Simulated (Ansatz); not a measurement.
## Thickness series in AlN

The parent structure is AlN in the zinc blende structure (space group F-43m, No. 216).

```xyz
2
Lattice="0.0000 2.1849 2.1849 2.1849 0.0000 2.1849 2.1849 2.1849 0.0000" Properties=species:S:1:pos:R:3 pbc="T T T"
N      3.2774     3.2774     3.2774
Al     0.0000     0.0000     0.0000
```

Cartesian axes are those of the cell as printed.

Free-standing slabs (2 atom(s) a layer) normal to [110] with 15 Å of vacuum; in-plane cell held at bulk.

Calculations: Ansatz (a first-principles code) r2SCAN, no spin-orbit coupling.

Candidates:
(a) 4 layers
(b) 1 layer
(c) 2 layers

Base values:

- Band gap = 3.94 eV

Task: Order them by band gap, lowest first.

Result: (b) 1 layer (1.63 eV), (a) 4 layers (3.01 eV), (c) 2 layers (3.38 eV)

Stability against distortions was not tested. This is not the structure that AlN has at room temperature and ambient pressure.
